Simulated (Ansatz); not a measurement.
Response to strain in MoS2

Take MoS2 in the 2H-MoS2 type structure (space group P6_3/mmc, No. 194; a = 3.1494 Å, c = 12.0903 Å; layered, stacked along the Cartesian z axis) as the base. Axes: x lies along a and z along c of the hexagonal cell.

Strains are applied to the cell and any free atomic positions relax; under biaxial strain the out-of-plane vector relaxes too.

Levels (all Ansatz, a quantum-chemistry and plane-wave program, PAW): PBE-D3(BJ) (420 eV, no spin-orbit coupling); r2SCAN+rVV10 (500 eV, scalar-relativistic without spin-orbit coupling).

The base cell above is that of PBE-D3(BJ); each level relaxes its own structures.

```tsv
case	shortest interatomic distance, PBE-D3(BJ)	shortest interatomic distance, r2SCAN+rVV10
biaxial strain −1.01 %, plane normal [001], relaxed out of plane	239.3 pm	239.6 pm
biaxial strain −0.24 %, plane normal [001], relaxed out of plane	239.8 pm	240.2 pm
biaxial strain +0.52 %, plane normal [001], relaxed out of plane	240.3 pm	240.7 pm
```

PBE-D3(BJ) lies below r2SCAN+rVV10 in every row, by 0.3 pm to 0.4 pm. They put the cases in the same order.

Stability against distortions was not tested.
